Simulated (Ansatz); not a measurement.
The starting structures come from a database of crystals and need not be the phases stable at ambient conditions.

Tunnelling through a barrier is set by its complex band structure: the current falls as exp(−2κd) with the smallest κ.

Consider the following.

```yaml
crystal:
  lattice:
    - [6.53760, 0.00000, 0.00000]
    - [-3.26880, 5.66173, 0.00000]
    - [3.26880, 1.88724, 5.33793]
  atoms:
    - { symbol: Cs, position: [0.50000, 0.25000, 0.25000] }
    - { symbol: Cs, position: [0.50000, 0.75000, 0.75000] }
    - { symbol: Cs, position: [0.00000, 0.50000, 0.50000] }
    - { symbol: Sb, position: [0.00000, 0.00000, 0.00000] }
```

Space group of this cell: Fm-3m. The cell is taken as given.

Transport runs along the normal of the first two printed cell vectors, the (111) plane of the conventional cell.

No gap correction and no spin-orbit coupling; mid-gap values are interpolated between computed energies.

State the band gap and the smallest decay constant κ at mid-gap according to r2SCAN in Ansatz (an electronic-structure program).

Gap 1.24 eV on a 8×8×8 mesh; κ = 0.148 1/Å, at the zone centre.
